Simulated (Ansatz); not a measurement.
A computed series for Rh: response to strain

Base system: Rh in the fcc (Cu type) structure (space group Fm-3m, No. 225; a = 3.802 Å; relaxed with 0.1 eV smearing). Axes: x, y, z lie along the cube axes.

Strains are applied to the cell and any free atomic positions relax.

Level of theory: r2SCAN in Ansatz (plane waves to 500 eV, PAW, no spin-orbit coupling).

Notes on the quantities. energy relative to the base: free energy F; pressure: mean of the normal stresses, compression positive.

```
case                            energy relative to the base  pressure  volume per atom
------------------------------  ---------------------------  --------  ---------------
base                                             0 meV/atom   0.0 GPa         13.73 Å³
uniaxial strain ε_zz = +0.50 %                +0.5 meV/atom  -1.4 GPa         13.80 Å³
uniaxial strain ε_zz = +1.00 %                +1.9 meV/atom  -2.7 GPa         13.87 Å³
uniaxial strain ε_zz = +1.50 %                +4.1 meV/atom  -4.0 GPa         13.94 Å³
uniaxial strain ε_zz = +2.00 %                +7.3 meV/atom  -5.2 GPa         14.01 Å³
uniaxial strain ε_zz = +2.50 %                 +11 meV/atom  -6.4 GPa         14.08 Å³
uniaxial strain ε_zz = +3.00 %                 +16 meV/atom  -7.5 GPa         14.15 Å³
```

Stability against distortions was not tested. The final runs are not spin-polarised. Rh lies near a magnetic instability that expansion can trigger; it was not tested.

Ansatz is a quantum-chemistry and plane-wave program.
